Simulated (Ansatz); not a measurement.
Results of G0W0@PBEsol (Ansatz, a first-principles code, plane waves, hard PAW, contour deformation) for SiC (model structure, started from the CdTe type, P6₄22, No. 181, 6 atoms in the cell).

The cell is the one relaxed with PBEsol. Conventional cell: a = 3.0673 Å, b = 3.0673 Å, c = 7.0225 Å, α = 90.00°, β = 90.00°, γ = 120.00°.

The quasiparticle gap at Γ at a fixed k mesh 3×3×2:

| response cutoff | value (eV) |
|---|---|
| 200 eV, 675 empty bands | 4.113 |
| 250 eV, 943 empty bands | 4.132 |
| 300 eV, 1240 empty bands | 4.143 |
| 400 eV, 1909 empty bands | 4.157 |

Task: Taking the value to converge with the response cutoff E as E^(−3/2), extrapolate from the last two rows.

Result: With y = y∞ + c/w and weights w = 5196 and 8000 for the last two rows, y∞ = (w2 y2 − w1 y1)/(w2 − w1) = (8000 × 4.157 − 5196 × 4.143)/2804 = 4.183 eV, which lies 0.026 beyond the last row. Successive pairs of rows give 4.180, 4.178, 4.183. The limit also hangs on the law assumed, so its last digits aren't firm.

The other settings are not extrapolated, so this is the limit in one setting alone.

At the last cutoff the smallest gap on this mesh is 2.62 eV, with an edge away from Γ.

A model structure was made by putting elements into a prototype or built by hand; it is no filed structure, need not be a known phase, and can be a saddle point held by its symmetry.
